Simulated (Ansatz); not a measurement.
Given:

```
BeS
1.0
    0.00000     2.39818     2.47012
    2.39818     0.00000     2.47012
    2.39818     2.39818     0.00000
Be S
1 1
Direct
  0.00000   0.00000   0.00000
  0.25000   0.25000   0.25000
```

No spin polarisation.

All numbers come from LDA in Ansatz (plane waves to 420 eV, PAW, scalar-relativistic without spin-orbit coupling). Settings: 12×12×12 k-points, 0.05 eV Fermi–Dirac smearing.

**Question.** Estimate the electron mass.

**Answer.** 0.79 mₑ along k, 0.29 mₑ across (at X).

**Question.** What stress (xx, yy, zz, yz, xz, xy; compression positive) does the calculation give?

**Answer.** (-1.86, -1.86, -4.89, 0.00, 0.00, 0.00) GPa.

The levels and masses belong to the bands next to the band gap. The cells carry an imposed strain or load. Masses are band curvatures over ±0.01 Å⁻¹ around the edge. Along k means along the line from Γ to the band edge. Stability against distortions was not tested. The cell was made from BeS in the zinc blende structure (space group F-43m, No. 216) by this change: uniaxial strain ε_zz = +3.00 %.

Ansatz is a first-principles code.
